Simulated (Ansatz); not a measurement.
Base system: Ti$_{3}$Al (space group P6_3/mmc, No. 194; a = 5.747 Å, c = 4.632 Å).

The values are results of Ansatz (a program for electronic structure) r2SCAN, no spin-orbit coupling, earlier PAW set, not measurements.

Base values:

The volume per atom is 16.56 Å³.

The change: cell and atoms relaxed at a pressure of 4.2 GPa.

Task: Predict the new volume per atom.

Result: The volume per atom drops by 0.53 Å³ (16.56 Å³ → 16.03 Å³).

Load acts through the strain it causes; cell and atoms are relaxed under it. Whether these cells are dynamically stable was not tested. All final runs are without spin polarisation.
